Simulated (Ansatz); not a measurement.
We consider pyrite PtAs2, described by Hartree–Fock (Ansatz, an electronic-structure program, PAW).

Numerical settings: plane-wave cutoff 460 eV, 4×4×4 k mesh, Fermi–Dirac smearing 0.01 eV, scalar-relativistic PAW data made under PBE.

Cell (measured lattice):

```
PtAs2
1.0
    5.96700     0.00000     0.00000
    0.00000     5.96700     0.00000
    0.00000     0.00000     5.96700
As Pt
8 4
Direct
  0.61696   0.88304   0.11696
  0.11696   0.61696   0.88304
  0.61696   0.61696   0.61696
  0.38304   0.38304   0.38304
  0.88304   0.11696   0.61696
  0.88304   0.38304   0.11696
  0.11696   0.88304   0.38304
  0.38304   0.11696   0.88304
  0.00000   0.50000   0.50000
  0.50000   0.00000   0.50000
  0.00000   0.00000   0.00000
  0.50000   0.50000   0.00000
```

Problem. Give the computed band gap, smallest direct gap on the k points sampled and Γ–Γ gap.

Solution. 
band gap: 5.56 eV
smallest direct gap on the k points sampled: 6.15 eV
Γ–Γ gap: 6.66 eV

Note: cell and atoms aren't relaxed at this level (pressure 4.2 GPa).

Spin–orbit coupling is not included; with these elements it can move the gap by several tenths of an eV or more.

The computed numbers hold no vibrational or temperature effects.
